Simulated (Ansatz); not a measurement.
Start from GaSb in the zinc blende structure (space group F-43m, No. 216).

```yaml
crystal:
  lattice:
    - [0.00000, 3.10704, 3.10704]
    - [3.10704, 0.00000, 3.10704]
    - [3.10704, 3.10704, 0.00000]
  atoms:
    - { symbol: Sb, position: [0.75000, 0.75000, 0.75000] }
    - { symbol: Ga, position: [0.00000, 0.00000, 0.00000] }
```

All numbers come from DFT with PBE, PAW potentials and a 420 eV plane-wave cutoff in Ansatz (a program for electronic structure), no spin-orbit coupling, earlier PAW set.

For the base:

```
Property                   Value
-------------------  -----------
Lattice parameter a  11.743 bohr
```

One thing is altered: cell and atoms relaxed at a pressure of 1.8 GPa.

Task: Estimate the effect on the lattice parameter a.

Result: The lattice parameter a drops by 0.143 bohr to 11.600 bohr.

Load acts through the strain it causes; cell and atoms are relaxed under it. Whether these cells are dynamically stable was not tested. All final runs are without spin polarisation.
